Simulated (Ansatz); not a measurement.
**Short convergence ladders for ScZn₃ (P3m1, 8 atoms in the cell)**

```
ScZn3
1.0
    5.83617     0.00000     0.00000
   -2.91809     5.05427     0.00000
    0.00000     0.00000     4.31144
Sc Zn
2 6
Direct
  0.33333   0.66667   0.76160
  0.66667   0.33333   0.25000
  0.84266   0.68533   0.75000
  0.15734   0.31467   0.25000
  0.15734   0.84266   0.25000
  0.84266   0.15734   0.75000
  0.31467   0.15734   0.75000
  0.68533   0.84266   0.25000
```

Base method: PBEsol, default PAW files made with PBE (plane waves; Ansatz, an electronic-structure program).

Base settings: basis.ecutwfc = 30.9 Ry; kpoints.mp_grid.grid = 3 3 4; hamiltonian.xc = pbesol; hamiltonian.pseudopotentials = {kind: paw} (the program's default PAW files); scf.occupations.method = fermi_dirac; scf.occupations.width = 0.0073 Ry.

The count of work is k-points × plane waves × bands × iterations; it is no time. 

**The cutoff for other potential files**

Level: DFT, PBEsol, plane waves, harder PAW files (source: ansatz) made with PBE.

In this ladder: hamiltonian.pseudopotentials = {kind: paw, source: ansatz}.

The second cell is the first with its lattice scaled by 0.98.

The mesh stays at the base's, so the ladder's end is converged at best in this setting alone.

The first pressure column holds Ansatz's estimate of the finite-basis (Pulay) stress, which hides part of the cutoff error; the other is without it.

Only quantities that move along the ladder and can be compared are tabulated.

| basis.ecutwfc | free energy less the last step's (meV/atom) | energy of the compressed cell less the first (meV/atom) | pressure (GPa) | pressure without the Pulay estimate (GPa) | largest difference of a force vector from the last step's (eV/Å) | count of work / last |
|---|---|---|---|---|---|---|
| 21.7 Ry | 20795.86 | 272.49 | 2.22 | -1044.15 | 0.253 | 0.10 |
| 26.8 Ry | 3468.00 | -23.79 | -0.05 | -226.72 | 0.075 | 0.14 |
| 33.8 Ry | 229.75 | 12.17 | -0.91 | -22.96 | 0.021 | 0.21 |
| 41.2 Ry | 6.05 | 10.53 | -1.06 | -2.00 | 0.001 | 0.27 |
| 48.5 Ry | 0.45 | 10.37 | -1.07 | -1.07 | 0.000 | 0.35 |
| 58.1 Ry | 0.33 | 10.36 | -1.07 | -1.07 | 0.000 | 0.46 |
| 72.8 Ry | 0.12 | 10.36 | -1.07 | -1.07 | 0.000 | 0.64 |
| 97 Ry | 0.00 | 10.36 | -1.07 | -1.07 | 0.000 | 1.0 |

Coarsest basis.ecutwfc that holds the forces within 0.01 eV/Å of the last step, with all finer ones: 41.2 Ry, at 0.27 of the last step's count of work; the step before is off by 0.021 eV/Å.

Coarsest basis.ecutwfc that holds the pressure without the Pulay estimate within 0.5 GPa of the last step, with all finer ones: 48.5 Ry, at 0.35 of the last step's count of work; the step before is off by 0.93 GPa.

Coarsest basis.ecutwfc that holds the energy of the compressed cell less the first within 0.5 meV/atom of the last step, with all finer ones: 41.2 Ry, at 0.27 of the last step's count of work; the step before is off by 1.8 meV/atom.

The energy difference between the two cells stays within 1 meV/atom of the last step's from 41.2 Ry on, the total only from 48.5 Ry on: much of the error is common to both cells and cancels.

At the lowest cutoff the pressure without the Pulay estimate lies 1040 GPa under the last step's, the usual sign of Pulay stress in an incomplete plane-wave basis.

**The density cutoff**

The second cell is the first with its lattice scaled by 0.98.

The mesh stays at the base's, so the ladder's end is converged at best in this setting alone.

Only quantities that move along the ladder and can be compared are tabulated.

| basis.ecutrho_ratio | free energy less the last step's (meV/atom) | energy of the compressed cell less the first (meV/atom) | pressure (GPa) |
|---|---|---|---|
| 2 | -9.54 | 11.04 | -0.47 |
| 3 | -0.15 | 10.40 | -1.05 |
| 4 | 0.00 | 10.37 | -1.07 |
| 5 | 0.00 | 10.37 | -1.07 |
| 6 | 0.00 | 10.37 | -1.07 |
| 8 | 0.00 | 10.37 | -1.07 |
| 10 | 0.00 | 10.37 | -1.07 |
| 12 | 0.00 | 10.37 | -1.07 |
| 16 | 0.00 | 10.37 | -1.07 |

Coarsest basis.ecutrho_ratio that holds the pressure within 0.05 GPa of the last step, with all finer ones: 3; the step before is off by 0.60 GPa.

Coarsest basis.ecutrho_ratio that holds the free energy within 5 meV/atom of the last step, with all finer ones: 3; the step before is off by 9.5 meV/atom.

Coarsest basis.ecutrho_ratio that holds the energy of the compressed cell less the first within 0.5 meV/atom of the last step, with all finer ones: 3; the step before is off by 0.67 meV/atom.

The energy difference between the two cells stays within 1 meV/atom of the last step's from 2 on, the total only from 3 on: much of the error is common to both cells and cancels.

**The relaxed cell against the cutoff**

On ScZn₃ (P6_3/mmc, 8 atoms in the cell): atoms on their sites.

In this ladder: relax = cell and atoms.

The mesh stays at the base's, so the ladder's end is converged at best in this setting alone.

Only quantities that move along the ladder and can be compared are tabulated.

```tsv
basis.ecutwfc	relaxed volume (Å³/atom)	relaxation steps
15.4 Ry	16.204	48
18.4 Ry	16.178	72
21.7 Ry	15.807	13
26.1 Ry	15.710	7
30.9 Ry	15.707	5
37.1 Ry	15.706	5
46.3 Ry	15.706	5
61.7 Ry	15.706	5
```

Coarsest basis.ecutwfc that holds the relaxed volume within 0.031 Å³/atom of the last step, with all finer ones: 26.1 Ry; the step before is off by 0.10 Å³/atom.

At the lowest cutoff the cell relaxes to a volume 3.2 % larger than at the highest. Ansatz relaxes on a stress corrected for the finite basis.

On the base run: the starting cell comes from a database of computed structures (which also holds hypothetical and non-ambient phases and stackings), without a prior relaxation at this level. Its lattice was rescaled by up to half a per cent. One atom was moved a little off its site on purpose. Without a gap this mesh is coarse (it stands for a supercell whose shortest vector is 17 Å).

Keys are those of Ansatz 0.2.
